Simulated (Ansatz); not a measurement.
## SiC with two functionals, C → O

Base system: SiC in the zinc blende structure (space group F-43m, No. 216; a = 4.3797 Å).

(Cell as relaxed with PBE.)

Levels (all Ansatz, a quantum-chemistry and plane-wave program, PAW, earlier PAW set): PBE (420 eV, scalar-relativistic without spin-orbit coupling); r2SCAN (500 eV, spin-orbit coupling left out).

Each level relaxes its own structure.

| base | PBE | r2SCAN |
|---|---|---|
| volume per atom | 10.50 Å³ | 10.34 Å³ |
| lattice parameter a | 4.380 Å | 4.357 Å |
| band gap | 1.37 eV | 1.71 eV |

Modification: full substitution C → O; the structure is relaxed again.

```csv
quantity,PBE,r2SCAN
volume per atom,14.43 Å³,[?]
band gap,zero,[?]
```

What does r2SCAN give?


- volume per atom, r2SCAN: 14.07 Å³
- band gap, r2SCAN: zero

PBE's volume per atom lies 0.36 Å³ above r2SCAN's (2.6 %); the two agree on the band gap. Neither level is exact; r2SCAN is the comparison here, not a measurement.

Whether these cells are dynamically stable was not tested. As relaxed here, SiO is a hypothetical phase, not in the database extracts checked. The final runs are not spin-polarised.
